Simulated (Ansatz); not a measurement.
**Ansatz (an electronic-structure program) run on Bi2PdPt (P-3m1, 4 atoms in the cell): self-consistent single point**

Level of theory: LDA (PW92), default PAW files made with PBE (plane waves; Ansatz).

Input:

Ansatz 0.2 input:
```yaml
crystal:
  lattice:
    - [4.307345, 0.000000, 0.000000]
    - [-2.153673, 3.730270, 0.000000]
    - [0.000000, 0.000000, 5.597780]
  atoms:
    - { symbol: Bi, position: [0.333333, 0.666667, 0.244880] }
    - { symbol: Bi, position: [0.666667, 0.333333, 0.755120] }
    - { symbol: Pd, position: [0.000000, 0.000000, 0.500000] }
    - { symbol: Pt, position: [0.000000, 0.000000, 0.000000] }
basis:
  ecutwfc: 30.9 Ry
kpoints:
  mp_grid: { grid: [9, 9, 6] }
hamiltonian:
  xc: lda
  pseudopotentials: { kind: paw }
scf:
  occupations: { method: fermi_dirac, width: 0.0073 Ry }
output:
  forces: true
  eigenvalues: true
  stress: true
```

The program printed (abridged):

```
WARN the atoms were moved onto the symmetric positions of the space group found under crystal.symmetry.tolerance 1.0e-5 (fractional …
WARN ansatz: RAYON_NUM_THREADS=1 ignored (pool sized by the plan → 1); use --threads N
Pseudopotentials: kind: paw
Pseudopotential: Bi, paw, valence charge 15
Pseudopotential: Pd, paw, valence charge 18
Pseudopotential: Pt, paw, valence charge 18
Crystal: 4 atoms, lattice volume = 89.943 Å³
Basis set: ecut = 420.4159175005146 eV, 1753 PW (Γ)
Bands: 40, of which v1, the nominal top of the filled ones, is band 33 counted from 1 (32 counted from 0)
Symmetry: 12 space group operations
Space group: P-3m1 (ITA 164), of the structure as read, at distance tolerance 4.5e-5 Å
k-points: 62 of 486
PAW frozen core: Bi, regenerated for the run's functional, and the local potential with it
PAW frozen core: Pd, regenerated for the run's functional, and the local potential with it
PAW frozen core: Pt, regenerated for the run's functional, and the local potential with it
Initial density: superposition of atomic densities (neutral atoms: chi_scale 0, normalization atom), corrected by the library's trained network
Initial wavefunctions: pseudopotential atomic-orbital guess
Eigensolver: davidson
Functional: x = slater, c = lda
SCF iter   1: F=—  HF=-43262.512998 eV  |F-HF|=—  |Δ(HF+E_count)|=         —  Δρ=8.40e-3  dr2=6.42e-2  ethr=1.77e-3  ⟨swp⟩=6.4  Hψ=9867  notcnv=0  defer=14
all-band conjugate gradients solve this SCF's bands
preconditioner: auto → LDOS
SCF iter   2: F=—  HF=-43262.507664 eV  |F-HF|=—  |Δ(HF+E_count)|=   5.33e-3  Δρ=4.94e-3  dr2=1.84e-2  ethr=9.72e-5  ⟨swp⟩=2.0  Hψ=4987  notcnv=0  defer=20
SCF iter   3: F=—  HF=-43262.502366 eV  |F-HF|=—  |Δ(HF+E_count)|=   5.30e-3  Δρ=1.06e-3  dr2=9.85e-4  ethr=2.79e-5  ⟨swp⟩=2.0  Hψ=4317  notcnv=0  defer=20
SCF iter   4: F=—  HF=-43262.502177 eV  |F-HF|=—  |Δ(HF+E_count)|=   1.88e-4  Δρ=1.50e-4  dr2=2.74e-5  ethr=1.49e-6  ⟨swp⟩=2.2  Hψ=3443  notcnv=0  defer=20
SCF iter   5: F=—  HF=-43262.502170 eV  |F-HF|=—  |Δ(HF+E_count)|=   7.63e-6  Δρ=5.20e-5  dr2=2.72e-6  ethr=4.16e-8  ⟨swp⟩=2.0  Hψ=3964  notcnv=0  defer=20
SCF iter   6: F=-43262.502169 eV  HF=-43262.502169 eV  |F-HF|=1.02e-8  |Δ(HF+E_count)|=   7.87e-7  Δρ=6.83e-6  dr2=2.65e-8  ethr=1.52e-10  ⟨swp⟩=7.0  Hψ=13600  notcnv=0
SCF 1 converged in 6 iterations: F = -43262.502169 eV  dr2 = 2.65e-8
SCF converged after 6 iterations
Free energy (F): -43262.502169 eV
Harris-Foulkes:  -43262.502169 eV  (|F-HF|=1.02e-8)
Internal energy: -43262.432264 eV  (E = F + TS)
E sigma→0 (E₀):  -43262.467217 eV
Entropy (-TS):   -0.069905 eV (-17.476 meV/atom)
Fermi energy:    14.930490 eV
--- Per-component energies (eV) ---
  E_band       = -575.362496
  E_kinetic    = 1764.166415
  E_local      = -7212.572787  (includes V_loc(G=0)·N_el)
  E_nonlocal   = 1560.431618
  E_hartree    = 2664.192951
  E_xc         = -729.931132
  E_vxc        = -804.690811  (∫ρ·V_xc dr)
  E_paw        = -33510.190652  (= ΣΔE_a)
  E_vpaw       = -1211.085230  (= ΣTr[D̂ρ^β])
  E_aug_tail   = -0.000678  (compensation charges beyond the density's cutoff)
  E_ewald      = -7799.662834
  E_core_change = 1.134834  (= ΣΔE_core)
  E_smearing   = -0.069905  (= −TS)
  E_closure    = -0.000000  (closes the sum)
  Σ components = -43262.502169   (vs F -43262.502169, Δ=0.00e0)
--- Forces (eV/Å), atoms counted from 1 ---
  atom   1  Bi     0.00000000    -0.00000000     0.04131886
  atom   2  Bi    -0.00000000     0.00000000    -0.04131886
  atom   3  Pd     0.00000000     0.00000000     0.00000000
  atom   4  Pt    -0.00000000     0.00000000     0.00000000
  max |Σ_I F_I| component: 6.94e-18 eV/Å
--- Stress (GPa, compression-positive) ---
       -3.020693      -0.000000       0.000000
       -0.000000      -3.020693      -0.000000
        0.000000      -0.000000      -3.980607
  P = ⅓ Tr σ = -3.3407 GPa (-33.407 kbar)
  The stress holds the Pulay correction. Without it, at fixed plane waves, as pw.x and ABINIT print it: P = -3.3766 GPa
--- Band table (eV; the first three rows and the last of 62) ---
  k-point 0: bands = ["-83.4120", "-69.3248", "-37.5911", "-37.5481", "-37.5481", "-35.1528", "-35.1322", "-35.1322", "-7.8183", "-7.8183", "-7.7768", "-7.7768", "-7.7719", "-7.7684", "-7.7684", "-7.7518", "-7.7320", "-7.7320", "1.9194", "4.7458", [...]
  k-point 1: bands = ["-83.4120", "-69.3248", "-37.5902", "-37.5481", "-37.5481", "-35.1541", "-35.1322", "-35.1322", "-7.8153", "-7.8153", "-7.7794", "-7.7794", "-7.7705", "-7.7664", "-7.7664", "-7.7528", "-7.7344", "-7.7344", "2.0385", "4.4171", [...]
  k-point 2: bands = ["-83.4120", "-69.3248", "-37.5882", "-37.5481", "-37.5481", "-35.1567", "-35.1322", "-35.1322", "-7.8074", "-7.8074", "-7.7865", "-7.7865", "-7.7668", "-7.7616", "-7.7616", "-7.7558", "-7.7403", "-7.7403", "2.3810", "3.7337", [...]
  k-point 61: bands = ["-83.4120", "-69.3247", "-37.5871", "-37.5489", "-37.5489", "-35.1578", "-35.1330", "-35.1330", "-7.7951", "-7.7951", "-7.7897", "-7.7744", "-7.7647", "-7.7629", "-7.7629", "-7.7546", "-7.7325", "-7.7325", "3.8719", "3.8719", [...]
```

The run converged in 6 iterations.

The starting cell comes from a database of computed structures (which also holds hypothetical and non-ambient phases and stackings), without a prior relaxation at this level. Its lattice was rescaled by up to half a per cent. Spin-orbit coupling is off. Spin polarisation is off. With a pressure of about -3 GPa the cell is away from its equilibrium volume at this level. Ansatz's pressure includes its estimate of the finite-basis (Pulay) stress.
